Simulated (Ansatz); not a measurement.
# A computed series for HgS: pressure series

The parent structure is HgS in the rock salt structure (space group Fm-3m, No. 225; a = 5.452 Å; a model cell, its experimental status unchecked).

Cell and atoms are relaxed at each pressure.

Computed with plane-wave PAW DFT at the PBEsol level (Ansatz, a program for electronic structure, 420 eV), no SOC.

Notes on the quantities. enthalpy: H = E + PV relative to the base's energy.

```json
[
 {"case": "base", "enthalpy": "–", "volume per atom": "20.25 Å³"},
 {"case": "pressure −2 GPa", "enthalpy": "-0.26 eV/atom", "volume per atom": "20.79 Å³"},
 {"case": "pressure −1 GPa", "enthalpy": "-0.13 eV/atom", "volume per atom": "20.51 Å³"},
 {"case": "pressure 0.9 GPa", "enthalpy": "+0.11 eV/atom", "volume per atom": "20.04 Å³"},
 {"case": "pressure 2.1 GPa", "enthalpy": "+0.26 eV/atom", "volume per atom": "19.77 Å³"},
 {"case": "pressure 4.5 GPa", "enthalpy": "+0.55 eV/atom", "volume per atom": "19.29 Å³"},
 {"case": "pressure 9 GPa", "enthalpy": "+1.09 eV/atom", "volume per atom": "18.55 Å³"},
 {"case": "pressure 15 GPa", "enthalpy": "+1.76 eV/atom", "volume per atom": "17.76 Å³"},
 {"case": "pressure 22.5 GPa", "enthalpy": "+2.58 eV/atom", "volume per atom": "16.98 Å³"},
 {"case": "pressure 30 GPa", "enthalpy": "+3.36 eV/atom", "volume per atom": "[?]"}
]
```

Question: What belongs in the blanks?

Answer: 
- pressure 30 GPa, volume per atom: 16.35 Å³

Load acts through the strain it causes; cell and atoms are relaxed under it. Stability against distortions was not tested. Competing high-pressure phases were not computed. The final runs are not spin-polarised. This is not the structure that HgS has at room temperature and ambient pressure.
